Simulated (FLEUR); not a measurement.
Input and output of a self-consistent single point for LiCl (Fm-3m, 2 atoms in the cell) (FLEUR).

Level of theory: FLEUR with PBE, all-electron FLAPW (FLEUR), scalar-relativistic valence.

The change in words: lattice scaled by 0.98. Reference geometry:
```
LiCl
1.0
    0.00000     2.48035     2.48035
    2.48035     0.00000     2.48035
    2.48035     2.48035     0.00000
Li Cl
1 1
Cartesian
  0.00000   0.00000   0.00000
  2.48035   2.48035   2.48035
```

Reference input (self-consistent single point, DFT, PBE, all-electron FLAPW (FLEUR), scalar-relativistic valence): Kmax = 4 1/bohr; GmaxXC = 20 1/bohr; xcFunctional = pbe; jspins = 1; l_soc = F; mode = hist; fermiSmearingEnergy = 0.00073499 Htr; mesh (inpgen div1-3) = 11 11 11; inpgen gamma flag = false; Gmax = 20 1/bohr; numbands = 0; maxIterBroyd = 15. This run's input differs from it in these lines:

```diff
@@ -3,6 +3,6 @@
 &input film=f /
--0.0000000000 0.7071067812 0.7071067812
-0.7071067812 -0.0000000000 0.7071067812
-0.7071067812 0.7071067812 -0.0000000000
-6.6286659371
+0.0000000000 0.7071067812 0.7071067812
+0.7071067812 0.0000000000 0.7071067812
+0.7071067812 0.7071067812 0.0000000000
+6.4960924045
 1.0 1.0 1.0
@@ -43,5 +43,5 @@
          <bravaisMatrix>
-            <row-1>    0.0000000000000000     4.6871746344328633     4.6871746344328633</row-1>
-            <row-2>    4.6871746344328633     0.0000000000000000     4.6871746344328633</row-2>
-            <row-3>    4.6871746344328633     4.6871746344328633     0.0000000000000000</row-3>
+            <row-1>    0.0000000000000000     4.5934309905237631     4.5934309905237631</row-1>
+            <row-2>    4.5934309905237631     0.0000000000000000     4.5934309905237631</row-2>
+            <row-3>    4.5934309905237631     4.5934309905237631     0.0000000000000000</row-3>
          </bravaisMatrix>
```

Output, abridged:

```
 Iteration:     1   Distance:       4.21766959 me/bohr^3
 Iteration:     2   Distance:       3.84915822 me/bohr^3
 Iteration:     3   Distance:       1.47850878 me/bohr^3
 Iteration:     4   Distance:       0.48442998 me/bohr^3
 Iteration:     5   Distance:       0.29736560 me/bohr^3
   [... 4 lines left out ...]
 Iteration:    10   Distance:       0.00063871 me/bohr^3
 Iteration:    11   Distance:       0.00004294 me/bohr^3
 Iteration:    12   Distance:       0.00001380 me/bohr^3
 Iteration:    13   Distance:       0.00000116 me/bohr^3
 Run finished successfully
 Stop message:
   Structural relaxation: Done

[file out, last iteration]
             iter=     14
[...]
          total density-effective poten   -7.3424229244E+02
          total charge density-energy d   -3.0160459300E+01
 Updated energy parameters for spin:           1
[...]
 fermi energy and band-weighting factors:
    0.618426

[...]
FERMIE:
          first approx. to ef    (T=0)  :   0.083464 htr   (energy of the highest occ. eigenvalue)
          number of occ. states  (T=0)  :        280
          first approx. to seigv (T=0)  :  -3.680285 htr
          sum of weights of occ. states :   5.000000
          sum of semicore charge        :   0.000000 e
FERHIS:  Fermi-Energy by histogram:
          bandgap                     :   0.254362 htr
   [... lines left out ...]
          charge neutrality (T=0)     :   0.000000    (zero if the highest occ. eigenvalue is "entirely" occupied)
 Direct bandgap for spin            1 :   0.26661225421538864       Htr
 ---->    free energy=                      -469.1527091421 htr
   [... lines left out ...]
      extrapolation for T->0
 ---->    total electron energy=            -469.1527091421 htr
 ***** TOTAL FORCES ON ATOMS *****
 TOTAL FORCE FOR ATOM TYPE=  1  X=  0.000   Y=  0.000   Z=  0.000
                       FX_TOT= 0.000000 FY_TOT= 0.000000 FZ_TOT= 0.000000
 TOTAL FORCE FOR ATOM TYPE=  2  X=  4.593   Y=  4.593   Z=  4.593
                       FX_TOT= 0.000000 FY_TOT= 0.000000 FZ_TOT= 0.000000
 Structural relaxation: Done
```

The run converged in 13 iterations. FLEUR gives forces in its relaxation mode, with a further iteration, so its stop message speaks of a relaxation. Against the reference run the free energy goes up by 35.8 meV/atom and the gap on the mesh goes from 6.870 to 6.922 eV.

The starting cell comes from a database of computed structures (which also holds hypothetical and non-ambient phases and stackings), without a prior relaxation at this level. Its lattice was rescaled by a random factor within 2.5 % of one. For this run, on top of that: lattice scaled by 0.98. Values depend on the basis (sphere radii, cutoffs, local orbitals), which need not be converged.
